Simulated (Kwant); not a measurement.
Device: quantum point contact (saddle potential) in a InSb two-dimensional gas. Effective mass 0.014 mₑ, grid spacing 12 nm, hard walls, nominal width 300 nm (25 grid rows, so walls 312 nm apart), one parabolic valley, scattering region 900 nm long along x; energies count from the band bottom; Fermi energy 0.0105 eV. Potential (V0 + ½k y²) cos²(πx/L) for |x| < L/2, with V0 swept from 0.011025 to 0 eV, k = 4.4e-06 eV/nm², L = 460 nm.

The device is made up for the run: typed textbook-type constants, with dimensions and the other settings drawn at random.

Model: effective-mass tight-binding model on a square grid, one spin, coherent transport at 0 K (Kwant). Conductance is in e²/h.

Problem. Compare with the saddle-point formula G = Σ 1/(1 + exp(−2π(E − V0 − ħωy(n + ½))/ħωx)), taking ħωy = ħ√(k/m) and ħωx from the curvature along x of V0 plus half of the mode's confinement energy.

Solution. ħωy = 4.89 meV; at V0 = 8.95 meV the lowest mode has ħωx = 2.27 meV.

```tsv
V0 (meV)	formula	simulation
10.4	0.0024	0.0023
8.95	0.078	0.082
7.51	0.83	0.85
6.07	1.00	1.00
4.63	1.01	1.01
3.20	1.47	1.56
```

The formula takes a parabolic saddle in the continuum; the run has the full potential on a grid.
